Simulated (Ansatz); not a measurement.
Consider the following.

```xyz
2
Lattice="0.0000 2.7438 2.7438 2.7438 0.0000 2.7438 2.7438 2.7438 0.0000" Properties=species:S:1:pos:R:3 pbc="T T T"
Se     0.0000     0.0000     0.0000
Mg     2.7438     2.7438     2.7438
```

No spin polarisation.

Level of theory: Ansatz (a first-principles code), PBE, PAW, cutoff 420 eV, scalar-relativistic without spin-orbit coupling. Γ-centred 10×10×10 mesh, Fermi–Dirac width 0.05 eV.

Predict the band gap and width of the top valence band.


```json
{
  "band_gap": "1.79 eV",
  "width_of_the_top_valence_band": "2.49 eV"
}
```

Load acts through the strain it causes; cell and atoms are relaxed under it. No phonon test of stability was made. The cell was made from MgSe in the rock salt structure (space group Fm-3m, No. 225) by this change: pressure 0.7 GPa.
